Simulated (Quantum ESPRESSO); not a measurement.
**Pressure against volume in fcc Ag (space group 225) (Quantum ESPRESSO, LDA)**

```yaml
crystal:
  lattice:
    - [0.00000, 1.96546, 1.96546]
    - [1.96546, 0.00000, 1.96546]
    - [1.96546, 1.96546, 0.00000]
  atoms:
    - { symbol: Ag, position: [0.00000, 0.00000, 0.00000] }
```

Method: LDA (PZ), GBRV 1.5 ultrasoft (LDA) pseudopotentials (plane waves; Quantum ESPRESSO). Settings: ecutwfc = 52 Ry; ecutrho = 416 Ry; occupations = smearing; smearing = fermi-dirac; degauss = 0.0036749 Ry; potentials = {Ag: ag_lda_v1.4.uspp.F.UPF}; K_POINTS = automatic 25 25 25 0 0 0; conv_thr = 1e-10 Ry; mixing_beta = 0.3. The cell above is the first row's. The rows scale it uniformly. In all rows the k mesh is held.

```csv
V (Å^3/atom),P (GPa)
15.185,9.05
15.515,5.21
15.846,1.87
16.176,-1.05
16.506,-3.59
16.836,-5.81
17.166,-7.73
17.496,-9.41
17.826,?
```

Taking a cubic for P over the 8 complete rows: With u = V - 16.3, the rows have u = -1.1150, -0.7850, -0.4540, -0.1240, 0.2060, 0.5360, 0.8660, 1.1960. Least squares gives P = -2.051 - 7.8285·u + 1.6602·u² - 0.2184·u³. Residuals (row less fit): 0.005, -0.013, 0.004, 0.004, 0.005, -0.006, -0.003, 0.003; standard error 0.009 (degrees of freedom: 4). The fitted pressure is zero at V0 = 16.05, where dP/dV = -8.694, so B0 = -V0·dP/dV = 140 GPa.

Estimate the missing P (V = 17.826); what did the run itself give?

u = 1.5260, so P = -2.051 - 7.8285 × 1.5260 + 1.6602 × 1.5260² - 0.2184 × 1.5260³ = -10.907 GPa. The calculation gives -10.85 GPa, 0.057 GPa above the prediction (0.3 % of the range of P in the table). The row lies outside the fitted rows, so this is an extrapolation. From the scatter of the fitted rows alone, a prediction at this place has a standard error of 0.024 GPa, so the miss is 2.4 times that.

Carrying the step between the two nearest rows on in a straight line would have given -11.09, off by 0.24; series whose last step already gives the withheld value aren't shown. The scan was laid around a cell of about the measured size, scaled by a guess for this functional. Cutoffs and mesh are single choices, not tested for convergence of this quantity. Series with a scatter that would blur these digits, or in which a gap closes, are not shown.
